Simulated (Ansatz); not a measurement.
Where the default PAW files enter, the runs use the earlier of Ansatz's two default sets.

Tunnelling through a barrier is set by its complex band structure: the current falls as exp(−2κd) with the smallest κ.

Given:

```
O2Si
1.0
    2.69349     0.00000     0.00000
    0.00000     4.23317     0.00000
    0.00000     0.00000     4.23317
Si O
2 4
Direct
  0.50000   0.50000   0.50000
  0.00000   0.00000   0.00000
  0.00000   0.69316   0.69316
  0.00000   0.30684   0.30684
  0.50000   0.19316   0.80684
  0.50000   0.80684   0.19316
```

Space group of this cell: P4_2/mnm, rutile. The cell is taken as given; by r2SCAN its mean pressure is -9.7 GPa.

Transport runs along the normal of the first two printed cell vectors, the (100) plane of the conventional cell.

The gap is the functional's own. No spin-orbit coupling. Mid-gap values are interpolated on the energy grid.

Problem. State the band gap and the smallest decay constant κ at mid-gap according to Ansatz (a quantum-chemistry and plane-wave program) with r2SCAN.

Solution. Gap 5.97 eV on a 12×8×8 mesh; κ = 0.413 1/Å, at the zone centre.
